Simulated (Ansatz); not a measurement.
Take HfO₂ in the fluorite structure (space group Fm-3m, No. 225; a = 5.059 Å) as the base. Axes: x, y, z lie along the cube axes.

Calculations: r2SCAN in Ansatz (plane waves to 500 eV, PAW, no SOC), earlier PAW set.

For the base:

- Band gap: 4.30 eV

The change: uniaxial stress, 3 GPa tension along z; all other stress components relax to zero.

### Question
Estimate the effect on the band gap.

### Answer
The band gap falls by 0.03 eV to 4.27 eV.

### Question
How does this affect the secant Young's modulus along z?

### Answer
The secant Young's modulus along z amounts to 560 GPa.

### Question
What happens to the energy relative to the base?

### Answer
The energy increases by 0.5 meV/atom.

Spin-orbit coupling, missing from the scalar runs, can matter with Hf. Load acts through the strain it causes; cell and atoms are relaxed under it. Stability under load was not tested beyond the relaxation. This is not the structure that HfO2 has at room temperature and ambient pressure.

Ansatz is a first-principles code.
